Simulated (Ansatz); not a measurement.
Structures of equal composition on the (111)A surface of 3C silicon carbide (Si plane on top): (√3x√3)R30° Sn adatom at H3; (√3x√3)R30° Sn adatom at T4. The slabs share one bottom face, and each structure is named by its start. These are constructed structures in small cells; real faces may alloy, dewet or reconstruct in larger ones, and not all known structures of the face are among them. Slabs of about 10 Å, Fermi-Dirac smearing of 0.025 eV. Bottom of the slabs: H caps. Relaxed from the named starts with such symmetry as they have, on meshes of like density; energies extrapolated to zero smearing; spin only where a row says so; no spin-orbit coupling, no U. Brackets mark spin-polarised runs, whose order is one that fits the cell. Where a second, spin-polarised start was run, the lower counts.

These are PBE (plane waves to 420 eV, PAW; Ansatz, a quantum-chemistry and plane-wave program) values and carry that method's errors.

Problem. Order them by energy per 1x1 cell (lowest first) at the level PBE.

Solution. (√3x√3)R30° Sn adatom at T4 (0.000 eV [spin, 1.0 μB a cell], a narrow gap of 0.20 eV by band count), (√3x√3)R30° Sn adatom at H3 (0.142 eV [spin start, no net moment], no gap on the mesh)
